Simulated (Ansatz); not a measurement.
Response to strain in C

Consider C in the diamond structure (space group Fd-3m, No. 227; a = 3.5317 Å).

Strains are applied to the cell and any free atomic positions relax.

Method: Kohn–Sham DFT with the LDA functional, run in Ansatz (an electronic-structure program) with PAW and 420 eV plane waves, no SOC.

```
isotropic strain (%)  pressure (GPa)
--------------------  --------------
-3                              50.4
-1.5                            23.0
-1                              14.9
-0.5                             7.2
0                                0.0
0.5                             -6.8
1                                  ?
2                              -24.9
3                              -35.2
```

Problem. Fit P = P₀ − Bδ + Cδ² with δ = (1 + ε)³ − 1 to the rows shown and predict the withheld row.

Solution. Least squares on the printed values gives P₀ = -0.1 GPa, B = 479 GPa, C = 1110 GPa (largest residual 0.3 GPa); this predicts -13.6 GPa, and the run gives -13.2 GPa, 0.4 higher.

Whether these cells are dynamically stable was not tested.
